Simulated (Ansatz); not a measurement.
The reference is BN in the h-BN type structure (space group P6_3/mmc, No. 194; a = 2.506 Å, c = 6.616 Å; layered, stacked along the Cartesian z axis).

(Cell as relaxed with PBE-D3(BJ).)

Levels (all Ansatz, a program for electronic structure, PAW, earlier PAW set): PBE-D3(BJ) (420 eV, no spin-orbit coupling); r2SCAN+rVV10 (500 eV, spin-orbit coupling left out).

Each level relaxes its own structure.

```tsv
base	PBE-D3(BJ)	r2SCAN+rVV10
volume per atom	8.99 Å³	8.83 Å³
lattice parameter a	250.6 pm	250.0 pm
band gap	4.24 eV	4.74 eV
```

The change: cell and atoms relaxed at a pressure of 15 GPa.

| quantity | PBE-D3(BJ) | r2SCAN+rVV10 |
|---|---|---|
| shift of the gap caused by the change | -0.28 eV | … |
| c/a ratio | 2.206 | … |
| smallest direct gap | 4.35 eV | … |

Problem. What does r2SCAN+rVV10 give?

Solution. 
- shift of the gap caused by the change, r2SCAN+rVV10: -0.19 eV
- c/a ratio, r2SCAN+rVV10: 2.228
- smallest direct gap, r2SCAN+rVV10: 4.95 eV

PBE-D3(BJ)'s shift of the gap caused by the change lies 0.09 eV below r2SCAN+rVV10's; PBE-D3(BJ)'s c/a ratio lies 0.022 below r2SCAN+rVV10's; PBE-D3(BJ)'s smallest direct gap lies 0.60 eV below r2SCAN+rVV10's. Neither level is exact; r2SCAN+rVV10 is the comparison here, not a measurement.

Load acts through the strain it causes; cell and atoms are relaxed under it. Whether these cells are dynamically stable was not tested. Competing high-pressure phases were not computed.
